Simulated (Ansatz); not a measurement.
System: SiC₃ (model structure, P-4m2, No. 115, 4 atoms in the cell). Method: G0W0@PBEsol in Ansatz (plane waves, hard PAW, contour deformation, complete-basis limit).

Settings: largest k mesh 10×10×6 (not extrapolated in the mesh).

Cell (relaxed with PBEsol):

```yaml
crystal:
  lattice:
    - [2.78385, 0.00000, 0.00000]
    - [0.00000, 2.78385, 0.00000]
    - [0.00000, 0.00000, 4.09495]
  atoms:
    - { symbol: C, position: [0.00000, 0.00000, 0.00000] }
    - { symbol: C, position: [0.00000, 0.50000, 0.78927] }
    - { symbol: Si, position: [0.50000, 0.50000, 0.50000] }
    - { symbol: C, position: [0.50000, 0.00000, 0.21073] }
```

Task: Give the computed band gap.

Result: 
band gap: 2.40 eV (indirect)

Note: the relaxation could raise the start's symmetry but not lower it, so the cell can be a saddle point; the gap holds a correction of +0.36 eV to the complete basis; the gap is lowered by 0.03 eV for band edges off the mesh, as the parent functional finds them.

A model structure was made by putting elements into a prototype or built by hand; it is no filed structure, need not be a known phase, and can be a saddle point held by its symmetry.

Ansatz is an electronic-structure program.
